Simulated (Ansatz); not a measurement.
Structure of amorphous Si24O49Ca (periodic cell):

```xyz
74
Lattice="10.1658 -0.2400 -0.0346 -0.2400 10.9671 -0.1026 -0.0346 -0.1026 10.3738" Properties=species:S:1:pos:R:3 pbc="T T T"
Si     6.9856     3.2902     9.1410
Si     4.4876     4.6870     8.0533
Si     6.1723     2.8431     1.4673
Si     9.4520     1.4267     4.8743
Si     8.1637     9.6150     5.2283
Si     3.0603     7.3243     1.2004
Si     2.5044    10.8358     5.3048
Si     1.8640     9.0240     7.7850
Si     7.1176     1.3332     6.8212
Si     7.3936     9.3189     7.9161
Si     5.4906     5.8915     2.3030
Si     0.4784     4.5060     4.6940
Si     5.2668     9.3807     4.7163
Si     2.9506     5.3790     3.3332
Si     1.3613     9.6191     0.4705
Si     7.1320     8.2215     2.8108
Si     3.6879     2.6985     2.8676
Si     9.2246     5.2705     9.6191
Si     4.7446     7.8076     7.3049
Si     2.0094     5.3441     9.3643
Si     1.2640     0.6406     2.9403
Si     0.3528     6.3238     7.1535
Si     4.2793     2.3779     5.8841
Si     8.6679     8.2319     0.2037
O      0.5612     4.8958    10.0941
O      1.6358     5.5351     7.7923
O      2.6892     8.9260     1.1513
O      9.9950     4.3295     3.2251
O      5.6745     8.8843     3.2140
O      3.3832     8.4699     7.8879
O      8.2928     9.0052     9.2418
O      6.2451     2.3640    10.2244
O      8.2987     3.9547     9.9185
O      2.3429     1.8203     2.9093
O      7.5831     2.4929     7.8771
O      4.1101     3.6705     6.8466
O      0.7580     7.9014     7.3230
O      4.6443     6.8903     1.2578
O      4.4138     2.8559     4.3309
O      1.8522    10.1001     6.5793
O      6.8897     6.6140     2.7476
O      7.9508     1.7493     5.4480
O      9.9572     1.1253     3.2634
O      4.9817     8.1172     5.7139
O      4.5677     6.2149     7.5075
O      2.1127     4.8877     4.6319
O      2.3097     6.6448     2.4975
O      0.2263     2.9495     5.3557
O     -0.0387     5.7061     5.7197
O      2.3983     6.7064    10.1513
O      5.5392     1.5049     6.4553
O      8.2829     8.6470     3.9152
O      2.9582     1.4076     5.9076
O      7.4936     2.4269     2.2187
O      1.4738    10.6157     4.0409
O      5.8594     4.4824     1.5972
O      8.5940     6.5953     0.0827
O      4.7822     2.0582     1.8771
O      4.5259     5.7613     3.6411
O      3.3663     4.4360     9.2625
O      9.2290     5.7569     8.0782
O      3.9412    10.2979     4.7424
O      5.9852     4.4550     8.6338
O      5.9960     8.4894     8.1112
O      1.2446     0.0208     1.4265
O      8.2250     8.7483     6.6120
O      7.4093    -0.0347     7.7363
O      3.0881     4.1148     2.2905
O      0.0469     8.6945     0.6779
O      1.5124     9.7454     9.2268
O      6.6111    10.2234     5.1675
O      9.5243    -0.1547     5.4241
O      7.6323     8.7353     1.3517
Ca     9.4401     3.0376     1.6668
```

Calculation: PBE, scalar-relativistic without spin-orbit coupling (plane waves to 420 eV, PAW; Ansatz, a quantum-chemistry and plane-wave program).

Preparation: random packing, a CHGNet melt and quench, and a DFT relaxation. O atoms were pushed apart under 1.9 Å during the dynamics, to hinder bonds among them. The hot cell started wider than the set density and was brought back towards it in steps. It is the lowest in DFT energy of 2 quenches. It is a model cell: composition and starting density were chosen by hand, and all elements were melted together. No dispersion term was used. Its density started from a set value of 2.23 and ended at 2.15 g/cm³. The simulated quench (nominally 480 K/ps over its main leg) is rapid and tends to freeze in more defects than a deposited or slowly cooled glass has. A cell of this size samples the disorder only roughly. Volume and shape were free in the relaxation.

Cut-offs for bonds: Si-Si 2.60 Å, Si-O 1.90 Å, Si-Ca 3.16 Å, O-O 1.58 Å, O-Ca 2.90 Å, Ca-Ca 3.87 Å. Two cations that share two anions don't count as bonded, nor two that share one unless they lie closer than Si-Si 2.38 Å, Si-Ca 3.07 Å, Ca-Ca 3.77 Å.

Give the coordination numbers, mean bond lengths and angles.


- Mean coordination of Si by anions: 4.00 (24 with 4)
- Mean coordination of O: 2.04 (47 with 2, 2 with 3)
- Mean coordination of Ca by anions: 4.00 (1 with 4)
- Mean Si-O bond: 1.639 Å (spread 0.023 Å, 96 counted)
- Mean O-Ca bond: 2.340 Å (spread 0.234 Å, 4 counted)
- Bond angle at Si: mean 109.5°, spread 5.6°
- Bond angle at O: mean 135.1°, spread 14.2°
- Bond angle at Ca: mean 104.4°, spread 25.4°

Which atoms depart from the most common coordination of their element?

O33 has 3 (Si18 1.64 Å, Si1 1.66 Å, Ca74 2.60 Å); O43 has 3 (Si21 1.68 Å, Si4 1.71 Å, Ca74 2.54 Å).

List the pairs of like atoms that count as bonded by the rules above.

There are none by these rules.
